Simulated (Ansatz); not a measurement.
Calculation: PBE (plane waves to 420 eV, PAW; Ansatz, a quantum-chemistry and plane-wave program).

Plane-averaged electrostatic potential energy along the normal, in eV from the Fermi level, for a constructed model of the (100) surface of bcc Fe, ferromagnetic, a layer of Zn in place of the second plane (bottom of the slab: a bare face, its two planes held):

(z (Å), V (eV)): (3.74, 3.92); (4.02, 3.91); (4.31, 3.91); (4.60, 3.91); (4.89, 3.90); (5.17, 3.88); (5.46, 3.84); (5.75, 3.77); (6.04, 3.63); (6.32, 3.35); (6.61, 2.79); (6.90, 1.70); (7.19, -0.77); (7.47, -5.97); (7.76, -10.74); (8.05, -12.41); (8.34, -10.73); (8.62, -7.81); (8.91, -8.36); (9.20, -11.39); (9.49, -12.34); (9.77, -10.16); (10.06, -6.81); (10.35, -7.36); (10.64, -10.83); (10.92, -12.41); (11.21, -10.97); (11.50, -8.71); (11.79, -9.43); (12.07, -11.94); (12.36, -12.18); (12.65, -9.33); (12.94, -5.19); (13.22, -5.22); (13.51, -8.23); (13.80, -10.23); (14.09, -9.55); (14.37, -6.74); (14.66, -4.49); (14.95, -7.05); (15.24, -11.01); (15.52, -12.20); (15.81, -9.82); (16.10, -4.58); (16.39, 0.25); (16.67, 2.30); (16.96, 3.29); (17.25, 3.79); (17.54, 4.05); (17.82, 4.18); (18.11, 4.25); (18.40, 4.28); (18.69, 4.30); (18.97, 4.31); (19.26, 4.31); (19.55, 4.32); (19.84, 4.32)

Set-up: 6 atoms, 7.0 Å thick at the start (thin: gaps and levels are the slab's own); mesh 13x13x1; 0.1 eV smearing; dipole correction on; 2 atoms held, the rest relaxed; symmetry of the start imposed; spin-polarised, ending with about 12.7 μB a cell; orders that need a larger cell were not tried, no spin-orbit, no U. It is one candidate, not shown to be the stable structure of the face.

Question: The surface cell has an area of 8.01 Å². What dipole along the normal does the step between the two vacuum levels imply?

Answer: the top vacuum level lies 0.40 eV above the bottom one; p = −ε₀ A ΔV (ε₀ = 0.005526 e/(V·Å)) gives -0.02 e·Å a cell.
